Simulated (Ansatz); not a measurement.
## HfO2: stress against strain

HfO2 (fluorite, Fm-3m, 10.423 Å³/atom at rest, cube axes along x, y and z) under a strain ε along a cube axis (axis z), the other axes held. LDA in Ansatz, a plane-wave DFT program (PAW, default set), 420 eV, 11×11×11 Γ-centred mesh, Fermi-Dirac smearing 0.05 eV; ions are relaxed within the symmetry of each cell. Stress is positive for a compressed cell.

Here s stands for strain and y for stress zz.

```csv
strain (%),stress zz (GPa)
-1.50,9.40
-1.00,6.20
-0.50,3.06
0.00,0.00
0.50,-3.00
1.00,-5.94
1.50,-8.81
3.00,?
```

Problem. Using a straight line, estimate the missing y at s = 3.00 from the other rows, showing the fit.

Solution. Means: s 0, y 0.130. About the means, the sum of products is -42.485 and the sum of squares of s is 7.0000; the slope is their ratio. Least squares gives y = 0.130 - 6.0693·s. Residuals (row less fit): 0.166, 0.001, -0.105, -0.130, -0.095, -0.001, 0.164; standard error 0.135 (degrees of freedom: 5). The slope gives the elastic constant C11 = 607 ± 5 GPa. At the withheld row, y = 0.130 - 6.0693 × 3.0 = -18.078 GPa. The calculation gives -17.08 GPa, 0.998 GPa above the prediction (3.8 % of the range of y in the table). The row lies outside the fitted rows, so this is an extrapolation. From the scatter of the fitted rows alone, a prediction at this place has a standard error of 0.211 GPa, so the miss is 4.7 times that.

One order more, fitted to all 13 runs of the series, follows each within 0.02, so the miss is the next term of a smooth law. The primitive cell can neither tilt nor turn polar against its symmetry, as such crystals can under strain. HfO2 is here the high-temperature cubic form, which is unstable at 0 K; the monoclinic form is the stable one. Rows are the converged runs of the series near zero and its far end; series whose fitted rows scatter by over a few per cent of the range, as at a crossing or softening among them, aren't shown in this form. Most that stay on the fit to the last digits aren't either.
